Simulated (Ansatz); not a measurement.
**(Au,Pt) alloys, face-centred cubic start, 16-atom cells**

Cells and atoms relaxed. Order is of the mixed sites (0 random, negative unlike neighbours favoured); cells of high symmetry are ordered arrangements. Sheared cells and those that changed their type are left out. Enthalpies are against end members in the face-centred cubic type.

Level of theory: PBE (plane waves to 420 eV, PAW; Ansatz, an electronic-structure program). Spin–orbit coupling is left out.

| site fractions | space group | order in the first shell | volume (Å³/atom) | mixing enthalpy (meV a site of the first mixed sublattice) |
|---|---|---|---|---|
| (1) Au 0.125, Pt 0.875 | Fmmm | -0.05 | 15.91 | 35 |
| (2) Au 0.250, Pt 0.750 | Fmm2 | -0.06 | 16.19 | 56 |
| (3) Au 0.500, Pt 0.500 | F222 | -0.08 | 16.73 | 57 |
| (4) Au 0.500, Pt 0.500 | C2 | 0.00 | 16.74 | 52 |
| (5) Au 0.750, Pt 0.250 | P1 | -0.06 | 17.31 | 27 |
| (6) Au 0.875, Pt 0.125 | Fmmm | -0.05 | 17.63 | 10 |
